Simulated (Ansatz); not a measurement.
Base system: TiTe$_{2}$ in the CdI2 type structure (space group P-3m1, No. 164; layered, stacked along the Cartesian z axis).

```
TiTe2
1.0
    3.78396     0.00000     0.00000
   -1.89198     3.27701     0.00000
    0.00000     0.00000     6.60161
Ti Te
1 2
Direct
  0.00000   0.00000   0.00000
  0.33333   0.66667   0.25685
  0.66667   0.33333   0.74315
```

Cartesian axes are those of the cell as printed.

Calculations: Ansatz (a quantum-chemistry and plane-wave program), r2SCAN+rVV10, PAW, cutoff 500 eV, spin-orbit coupling left out.

Base values:

The volume per atom is 27.29 Å³. The pressure is 0.0 GPa.

Perturbation: compressive biaxial strain of 0.77 % in the plane normal to [001], as in epitaxy on a mismatched substrate; the out-of-plane cell vector and the atoms relax.

Problem. What does the calculation give for the volume per atom after the change?

Solution. The volume per atom shrinks by 0.24 Å³, from 27.29 Å³ to 27.05 Å³.

Problem. What does the calculation give for the pressure after the change?

Solution. The pressure (mean of the normal stresses, compression positive) goes from zero to 0.5 GPa.

Without a gap, meshes like the base's 14×14×7 leave anisotropic stresses uncertain by several tenths of a GPa, and small strain energies with them. Stability against distortions was not tested. The final runs are not spin-polarised.
